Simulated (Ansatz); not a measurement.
The reference is Li2O in the anti-fluorite structure (space group Fm-3m, No. 225; a = 4.5727 Å).

Structures relaxed with Ansatz (a first-principles code) r2SCAN, scalar-relativistic without spin-orbit coupling.

Base:

Simulated powder pattern, Mo Kα, λ = 0.71073 Å (kinematic, ideal powder, no thermal factors, no anomalous dispersion; the 10 strongest lines at most, above 2 %, up to 2θ = 40°):

```tsv
2θ (°)	I/Imax (%)	hkl
15.47	100	(111)
17.88	6.1	(200)
25.40	77	(220)
29.87	25	(311)
36.22	9.6	(400)
39.60	7.4	(331)
```

One thing is altered: an isotropic linear strain of −1.39 %; the atoms relax in the strained cell.

**Question.** Predict the new powder pattern.

**Answer.** 
Simulated powder pattern, Mo Kα, λ = 0.71073 Å (kinematic, ideal powder, no thermal factors, no anomalous dispersion; the 10 strongest lines at most, above 2 %, up to 2θ = 40°):

```json
[
 {"2θ (°)": "15.69", "d (Å)": "2.603", "I/Imax (%)": "100", "hkl": "(111)"},
 {"2θ (°)": "18.14", "d (Å)": "2.255", "I/Imax (%)": "6.0", "hkl": "(200)"},
 {"2θ (°)": "25.76", "d (Å)": "1.594", "I/Imax (%)": "77", "hkl": "(220)"},
 {"2θ (°)": "30.30", "d (Å)": "1.360", "I/Imax (%)": "25", "hkl": "(311)"},
 {"2θ (°)": "36.75", "d (Å)": "1.127", "I/Imax (%)": "9.5", "hkl": "(400)"}
]
```

The indices refer to the base's conventional cell; one index is shown for lines that coincide.

No phonon test of stability was made.
